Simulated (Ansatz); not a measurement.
# GaN: response to strain

Start from GaN in the zinc blende structure (space group F-43m, No. 216).

```
GaN
1.0
    0.00000     2.24895     2.24895
    2.24895     0.00000     2.24895
    2.24895     2.24895     0.00000
Ga N
1 1
Direct
  0.00000   0.00000   0.00000
  0.25000   0.25000   0.25000
```

Cartesian axes are those of the cell as printed.

Strains are applied to the cell and any free atomic positions relax; under biaxial strain the out-of-plane vector relaxes too.

The values are results of plane-wave PAW DFT at the r2SCAN level (Ansatz, a quantum-chemistry and plane-wave program, 500 eV), no spin-orbit coupling, not measurements.

| biaxial strain, plane normal [111], relaxed out of plane (%) | out-of-plane strain (%) |
|---|---|
| -2.5 | 1.12 |
| -2.08 | 0.93 |
| -1.67 | ? |
| -1.25 | 0.55 |
| -0.83 | 0.36 |
| -0.42 | 0.18 |
| 0 | 0.00 |

Problem. Fit ε⊥ = −νε + γε² (strains in %) to the rows shown and predict the withheld row.

Solution. Least squares on the printed values gives ν = 0.43 (the biaxial Poisson response) and γ = 0.008 (largest residual 0.00 %); this predicts 0.74 %, and the run gives 0.74 %, in agreement.

Whether these cells are dynamically stable was not tested. This is not the structure that GaN has at room temperature and ambient pressure.
